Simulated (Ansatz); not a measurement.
Calculation: PBE (plane waves to 420 eV, PAW; Ansatz, an electronic-structure program).

Plane-averaged electrostatic potential energy along the normal, in eV from the Fermi level, for a constructed model of the (111) surface of fcc Pd, (√3x√3)R30° layer of I, one a cell, on the site that continues the host's stacking (bottom of the slab: a bare face, its two planes held):

(z (Å), V (eV)): (3.61, 5.21); (3.89, 5.21); (4.17, 5.21); (4.44, 5.21); (4.72, 5.21); (5.00, 5.20); (5.28, 5.19); (5.56, 5.16); (5.83, 5.10); (6.11, 4.98); (6.39, 4.71); (6.67, 4.14); (6.94, 2.90); (7.22, -0.16); (7.50, -6.69); (7.78, -13.69); (8.06, -17.79); (8.33, -15.56); (8.61, -9.09); (8.89, -2.21); (9.17, 1.13); (9.44, 0.08); (9.72, -5.55); (10.00, -12.61); (10.28, -17.53); (10.56, -16.62); (10.83, -10.74); (11.11, -3.71); (11.39, 0.63); (11.67, 0.42); (11.94, -4.39); (12.22, -11.45); (12.50, -17.01); (12.78, -17.26); (13.06, -11.97); (13.33, -4.91); (13.61, 0.25); (13.89, 0.81); (14.17, -3.06); (14.44, -10.03); (14.72, -16.18); (15.00, -17.74); (15.28, -13.27); (15.56, -6.30); (15.83, -0.38); (16.11, 1.01); (16.39, -1.88); (16.67, -8.61); (16.94, -15.19); (17.22, -17.96); (17.50, -14.48); (17.78, -7.71); (18.06, -1.22); (18.33, 1.11); (18.61, -0.76); (18.89, -6.99); (19.17, -13.90); (19.44, -17.94); (19.72, -15.77); (20.00, -9.50); (20.28, -2.79); (20.56, 0.51); (20.83, 0.34); (21.11, -0.07); (21.39, 0.29); (21.67, 0.54); (21.94, 0.23); (22.22, 0.48); (22.50, 1.95); (22.78, 3.47); (23.06, 4.14); (23.33, 4.43); (23.61, 4.55); (23.89, 4.61); (24.17, 4.63); (24.44, 4.64); (24.72, 4.65); (25.00, 4.65); (25.28, 4.65); (25.56, 4.65); (25.83, 4.65); (26.11, 4.65)

Slab: 19 atoms, 13.8 Å thick at the start; k 9x9x1, smearing 0.1 eV, dipole-corrected; 6 atoms held, the rest relaxed; held to the start's symmetry, so lower structures may exist; no spin, no spin-orbit, no U. It is one candidate, not shown to be the stable structure of the face.

Q: The surface cell has an area of 20.20 Å². What dipole along the normal does the step between the two vacuum levels imply?

A: the top vacuum level lies 0.56 eV below the bottom one; p = −ε₀ A ΔV (ε₀ = 0.005526 e/(V·Å)) gives 0.06 e·Å a cell.
